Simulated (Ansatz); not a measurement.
# Hypothetical diamond Bi under a change: pressure 10 GPa

Take Bi in the diamond structure (space group Fd-3m, No. 227; a = 7.165 Å; a hypothetical phase, not in the database extracts checked) as the base.

Now apply this change: a hydrostatic pressure of 10 GPa.

All numbers come from plane-wave PAW DFT at the PBEsol level (Ansatz, a program for electronic structure, 420 eV), no spin-orbit coupling. k-mesh 11×11×11 (Γ-centred); smearing 0.05 eV (Fermi–Dirac).

The density rises by 1.67 g/cm³ (7.55 g/cm³ → 9.22 g/cm³) and the lattice parameter a shrinks by 0.463 Å (7.165 Å → 6.702 Å). The shortest interatomic distance falls by 0.200 Å, from 3.102 Å to 2.902 Å and the band gap stays zero.

Cost of the whole job for the changed cell (relaxation, final SCF and bands): very roughly 30 core-seconds.

Load acts through the strain it causes; cell and atoms are relaxed under it. Whether these cells are dynamically stable was not tested. Competing high-pressure phases were not computed.
